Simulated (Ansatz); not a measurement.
The structure below was relaxed with Ansatz (a program for electronic structure), PBEsol-D3(BJ), PAW, cutoff 420 eV, no spin-orbit coupling, at pressure 15 GPa.

Space group P-3m1 (No. 164); a = b = 3.504 Å, c = 4.940 Å, α = β = 90.00°, γ = 120.00°

| atom | site | symmetry | x | y | z |
|---|---|---|---|---|---|
| Sn | 1a | -3m. | 0.0000 | 0.0000 | 0.0000 |
| S | 2d | 3m. | 0.3333 | 0.6667 | 0.2963 |

Question: Write out a cell with all atoms.

Answer: 
```cif
data_S2Sn
_chemical_formula_sum 'Sn1 S2'
_space_group_name_H-M_alt 'P 1'
_space_group_IT_number 1
_cell_length_a 3.50399
_cell_length_b 3.50399
_cell_length_c 4.93966
_cell_angle_alpha 90.000
_cell_angle_beta 90.000
_cell_angle_gamma 120.000
loop_
_space_group_symop_operation_xyz
  'x, y, z'
loop_
_atom_site_label
_atom_site_type_symbol
_atom_site_fract_x
_atom_site_fract_y
_atom_site_fract_z
_atom_site_occupancy
Sn1 Sn 0.00000 0.00000 0.00000 1
S1 S 0.33333 0.66667 0.29632 1
S2 S 0.66667 0.33333 0.70368 1
```
This is the conventional cell.

The mesh was chosen for an insulator and is coarse for the gapless case. Load acts through the strain it causes; cell and atoms are relaxed under it. Whether these cells are dynamically stable was not tested. No other phases were tried under pressure. The final runs are not spin-polarised. The cell was made from SnS$_{2}$ in the CdI2 type structure (space group P-3m1, No. 164; layered, stacked along the Cartesian z axis) by this change: pressure 15 GPa.
